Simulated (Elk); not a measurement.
Worked example: self-consistent single point of RbCl (Fm-3m, 2 atoms in the cell) in Elk.

Computed with PBE, spin-orbit coupling in second variation, all-electron FP-LAPW, Elk's shipped species files, APW+lo basis with extra local orbitals (Elk).

```
CELL_PARAMETERS angstrom
      0.00000     3.29000     3.29000
      3.29000     0.00000     3.29000
      3.29000     3.29000     0.00000
ATOMIC_POSITIONS crystal
  Rb 0.00000 0.00000 0.00000
  Cl 0.50000 0.50000 0.50000
```

Reference input (self-consistent single point, DFT, PBE, all-electron FP-LAPW, Elk's shipped species files, APW+lo basis with extra local orbitals): xctype = 20; rgkmax = 7.5; stype = 3; swidth = 0.00183747 Ha; ngridk = 9 9 9; gmaxvr = 14 1/bohr; nxlo = 2; lorbcnd = true; lmaxi = 3. This run's input differs from it in these lines:

```diff
@@ -5,2 +5,5 @@
   20
+
+spinorb
+  .true.
 
@@ -20,2 +23,5 @@
   3
+
+nempty
+  10
```

Output (repeated stretches shortened):

```
│ Self-consistent loop started │
│ Loop number : 1 │
 total energy                :     -3448.68865597
 total moment                :  -0.3105884974E-24  0.1845329566E-23  0.1924805547E-23
│ Loop number : 2 │
 total energy                :     -3448.63891853
 total moment                :   0.8763279426E-25  0.4759341918E-24 -0.1276347480E-23
RMS change in Kohn-Sham potential (target) :   0.1910677664     (  0.1000000000E-05)
Absolute change in total energy (target)   :   0.4973744151E-01 (  0.1000000000E-03)
│ Loop number : 3 │
 total energy                :     -3448.00410746
   [... lines left out ...]
 total energy                :     -3443.23802691
 total moment                :  -0.1791361356E-23  0.1270384099E-23  0.5751948973E-24
RMS change in Kohn-Sham potential (target) :   0.3026540452E-06 (  0.1000000000E-05)
Absolute change in total energy (target)   :   0.1303896638E-03 (  0.1000000000E-03)
│ Loop number : 14 │
 total energy                :     -3443.23800406
 total moment                :  -0.1697726331E-23 -0.7197092193E-24 -0.1643945756E-23
RMS change in Kohn-Sham potential (target) :   0.7257659803E-07 (  0.1000000000E-05)
Absolute change in total energy (target)   :   0.5544919759E-04 (  0.1000000000E-03)
Convergence targets achieved

│ Loop number : 15 │

Energies :
 Fermi                       :     0.220185207823E-01
 xc effective B-field        :    -0.512703453927E-10
 external B-field            :      0.00000000000
 total energy                :     -3443.23799834
 (external B-field energy excluded from total)

Density of states at Fermi energy :   0.5442654256E-07
 (states/Hartree/unit cell)

Estimated indirect band gap :   0.1814943428
 from k-point      1 to k-point      1
Estimated direct band gap   :   0.1814943428
 at k-point      1

Charges :
 core                        :    38.00000000
 valence                     :    16.00000000
 interstitial                :    2.923373774
 muffin-tins (core leakage)
  species :    1 (Rb)
   atom    1                 :    35.40509120     (  0.9330521822E-04)
  species :    2 (Cl)
   [... lines left out ...]
 muffin-tins
  species :    1 (Rb)
   atom    1                 :  -0.2018910615E-24 -0.5280691792E-24 -0.9252670134E-24
  species :    2 (Cl)
   atom    1                 :  -0.2491606608E-25 -0.2064670445E-23  0.5504509500E-25
 total in muffin-tins        :  -0.2268071275E-24 -0.2592739624E-23 -0.8702219184E-24
 total moment                :   0.1493607975E-25 -0.2657966107E-23  0.2167468581E-23

│ Self-consistent loop stopped │
```

The run converged in 15 iterations. The count includes the last loop, which Elk runs after its targets are met. Against the reference run the gap on the mesh goes from 4.987 to 4.939 eV.

The starting cell has typed, rounded lattice constants, without a prior relaxation at this level. Values depend on the basis (sphere radii, cutoffs, local orbitals), which need not be converged.
